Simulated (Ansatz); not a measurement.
The starting structures come from a database of crystals and need not be the phases stable at ambient conditions.

The decay constant κ of evanescent states in the gap governs leakage through a thin film.

Consider the following.

```
Ba2BiTaO6
1.0
    6.14261     0.00000     0.00000
    0.00000     6.14261     0.00000
    3.07130    -3.07130     4.34348
Ba Ta Bi O
2 1 1 6
Direct
  0.75000   0.75000   0.50000
  0.25000   0.25000   0.50000
  0.50000   0.50000   0.00000
  0.00000   0.00000   0.00000
  0.73078   0.73078   0.00000
  0.26922   0.26922   0.00000
  0.26922   0.73078   0.00000
  0.73078   0.26922   0.00000
  0.26922   0.73078   0.46156
  0.73078   0.26922   0.53844
```

Space group of this cell: Fm-3m. The cell is taken as given; by r2SCAN its mean pressure is -4.0 GPa.

Transport runs along the normal of the first two printed cell vectors, the (001) plane of the conventional cell.

No gap correction and no spin-orbit coupling; mid-gap values are interpolated between computed energies.

**Question.** Estimate the band gap and the smallest decay constant κ at mid-gap that r2SCAN run with Ansatz (a program for electronic structure) returns for this system.

**Answer.** Gap 3.04 eV on a 8×8×8 mesh; κ = 0.218 1/Å, at (0.500, 0.000) of the in-plane reciprocal vectors. At the zone centre, at the nearest computed energy, the slowest state has κ = 0.23 1/Å.
